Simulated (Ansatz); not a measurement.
# Defect calculation: V_Zn in zinc-blende ZnSe

Level of theory: PBE, PAW (plane waves to 420 eV; Ansatz, a quantum-chemistry and plane-wave program). Cell: 64 sites, 2×2×2 repeats of a cell of 8 atoms; final energies on a 2×2×2 shifted mesh. Site at the start: the Zn site. Energies of charged states are corrected for periodic images (point charge plus alignment at distant sites). Dielectric constants: PBE linear response of the host. Host gap at this level: 1.15 eV. These values are not converged in cell size to better than tenths of an eV. Levels are measured in PBE's own, too narrow, gap. Spin–orbit coupling is left out. Each state is the lowest found from its start.

Formation energies E_f are given with the Fermi level at the valence-band maximum. Chemical conditions: Se-rich (Δμ(Zn) = -1.43 eV; only phases computed here count, gases as isolated molecules at 0 K); Zn-rich (Δμ(Zn) = 0.00 eV; only phases computed here count, gases as isolated molecules at 0 K). Reference phases: Zn: hcp Zn.

Charges with a result: +1, 0, −1, −2. Others weren't obtained, and one of them could lie lower, also by skipping a charge.

```csv
charge,moment (μB),largest move off a lattice site (Å),image correction with alignment (eV),"E_f, Se-rich (eV)","E_f, Zn-rich (eV)",above the lowest spin state (eV)
+1*,1.0,0.10,–,–,–,0.00
+1*,1.0,0.10,–,–,–,0.00
0†,2.0,0.10,0.00,1.85,3.28,0.00
0*,not spin-polarised,0.12,–,–,–,0.03
−1†,1.0,0.12,0.36,–,–,0.00
−1†,1.0,0.12,0.36,–,–,0.00
−2,not spin-polarised,0.14,0.93,2.46,3.89,0.00
```

* At this level the carrier isn't localised at the defect: at charge +1 holes occupy the valence band. Such a state is shallow or no state of the defect, and this cell gives it no level.

† Not settled in this cell, so no level is given: charge 0: a level filled in part, carriers not clearly localised; charge −1: a level filled in part, carriers not clearly localised.

Starting moments that weren't kept: charge +1 began with 3 μB and ended with 1.0; charge −1 began with 3 μB and ended with 1.0.

Flagged in the runs: a doubtful potential alignment.

All states together cost roughly 14 core-hours.
